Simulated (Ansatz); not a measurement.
**Several settings converged on Pb (P-3m1, 2 atoms in the cell)**

```yaml
crystal:
  lattice:
    - [3.45423, 0.00000, 0.00000]
    - [-1.72712, 2.99145, 0.00000]
    - [0.00000, 0.00000, 5.96740]
  atoms:
    - { symbol: Pb, position: [0.33333, 0.66667, 0.25838] }
    - { symbol: Pb, position: [0.66667, 0.33333, 0.75000] }
```

Base method: PBEsol, default PAW files made with PBE (plane waves; Ansatz, a program for electronic structure).

Base settings: basis.ecutwfc = 420 eV; kpoints.mp_grid.grid = 11 11 6; hamiltonian.xc = pbesol; hamiltonian.pseudopotentials = {kind: paw} (the program's default PAW files); scf.occupations.method = gaussian; scf.occupations.width = 0.1 eV.

The count of work is k-points × plane waves × bands × iterations; it is no time. 

**The width of Fermi-Dirac smearing**

In this ladder: kpoints.mp_grid.grid = 18 18 10; scf.occupations.method = fermi_dirac.

Narrow widths need finer meshes than wide ones, so the last steps can hold mesh noise.

Only quantities that move along the ladder and can be compared are tabulated; pressure and forces are left out, as mesh noise rules them at narrow widths.

```csv
scf.occupations.width,free energy less the last step's (meV/atom),energy extrapolated to zero width less the last step's (meV/atom)
1 eV,-923.56,-5.11
0.5 eV,-227.55,0.79
0.3 eV,-80.57,-0.51
0.2 eV,-34.67,-0.26
0.1 eV,-7.00,-0.16
0.05 eV,0.00,0.00
```

Widest scf.occupations.width that holds the free energy within 5 meV/atom: not settled: the last two steps still differ by 7.0 meV/atom, over half the tolerance, so the ladder does not show it.

Widest scf.occupations.width that holds the energy extrapolated to zero width within 2 meV/atom of the last step, with all finer ones: 0.5 eV; the step before is off by 5.1 meV/atom.

The extrapolation to zero width removes most of the smearing's effect on the energy.

**The width of Methfessel-Paxton smearing**

In this ladder: kpoints.mp_grid.grid = 18 18 10; scf.occupations.method = methfessel_paxton.

Narrow widths need finer meshes than wide ones, so the last steps can hold mesh noise.

Only quantities that move along the ladder and can be compared are tabulated; pressure and forces are left out, as mesh noise rules them at narrow widths.

| scf.occupations.width | free energy less the last step's (meV/atom) |
|---|---|
| 1 eV | -1.27 |
| 0.5 eV | -0.34 |
| 0.3 eV | -0.37 |
| 0.2 eV | -0.34 |
| 0.1 eV | -0.12 |
| 0.05 eV | 0.00 |

Widest scf.occupations.width that holds the free energy within 0.5 meV/atom of the last step, with all finer ones: 0.5 eV; the step before is off by 1.3 meV/atom.

**The mesh under tetrahedron occupations**

In this ladder: scf.occupations.method = tetrahedron; scf.occupations.width = default.

Only quantities that move along the ladder and can be compared are tabulated.

| kpoints.mp_grid.grid | free energy less the last step's (meV/atom) | pressure (GPa) | largest difference of a force vector from the last step's (eV/Å) | count of work / last |
|---|---|---|---|---|
| 5 5 3 | -19.25 | -1.00 | 0.028 | 0.013 |
| 6 6 3 | -26.81 | -1.09 | 0.002 | 0.021 |
| 7 7 4 | 3.13 | -0.87 | 0.140 | 0.034 |
| 9 9 5 | -12.43 | -1.29 | 0.046 | 0.061 |
| 11 11 6 | -1.16 | -1.20 | 0.052 | 0.10 |
| 13 13 7 | -2.38 | -1.16 | 0.003 | 0.13 |
| 17 17 9 | -0.44 | -1.14 | 0.000 | 0.27 |
| 21 21 11 | 0.93 | -1.16 | 0.005 | 0.57 |
| 26 26 13 | 0.00 | -1.20 | 0.000 | 1.0 |

State of the pressure at the end of the ladder: still drifting one way, by 0.06 GPa over the last two steps, so the last step is no safe reference.

Coarsest kpoints.mp_grid.grid that holds the forces within 0.01 eV/Å of the last step, with all finer ones: 13 13 7, at 0.13 of the last step's count of work; the step before is off by 0.052 eV/Å.

Coarsest kpoints.mp_grid.grid that holds the free energy within 2 meV/atom of the last step, with all finer ones: 17 17 9, at 0.27 of the last step's count of work; the step before is off by 2.4 meV/atom.

On the base run: the starting cell comes from a database of computed structures (which also holds hypothetical and non-ambient phases and stackings), without a prior relaxation at this level. Its lattice was rescaled by up to half a per cent. One atom was moved a little off its site on purpose. Ansatz's pressure includes its estimate of the finite-basis (Pulay) stress.

Left out of this page: 4 runs of the series outside the window shown, repeating another row's setting, or not comparable.

Keys are those of Ansatz 0.2.
